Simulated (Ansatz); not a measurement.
The starting structures come from a database of crystals and need not be the phases stable at ambient conditions.

Tunnelling through a barrier is set by its complex band structure: the current falls as exp(−2κd) with the smallest κ.

Here is the system:

```
CELL_PARAMETERS angstrom
      4.70860     0.00000     0.00000
      0.00000     6.65897     0.00000
      0.00000     3.32948     3.32948
ATOMIC_POSITIONS crystal
  Si 0.33758 0.83758 0.50000
  Si 0.83758 0.66242 0.00000
  Si 0.66242 0.33758 0.82484
  Si 0.16242 0.16242 0.67516
  Ru 0.62941 0.12941 0.50000
  Ru 0.12941 0.37059 0.00000
  Ru 0.37059 0.62941 0.24118
  Ru 0.87059 0.87059 0.25882
```

The cell is taken as given; by r2SCAN it stands under a pressure of -0.6 GPa.

Transport runs along the normal of the first two printed cell vectors, the (110) plane of the conventional cell.

The gap is the functional's own, uncorrected, and κ follows it; spin-orbit coupling is left out. Mid-gap means the computed energy nearest the middle.

Question: Estimate the band gap and the smallest decay constant κ at mid-gap that Ansatz (a first-principles code) with r2SCAN returns for this system.

Answer: Gap 0.31 eV on a 10×10×10 mesh; κ = 0.100 1/Å, at (0.000, 0.167) of the in-plane reciprocal vectors. At the zone centre the slowest state has κ = 0.10 1/Å.
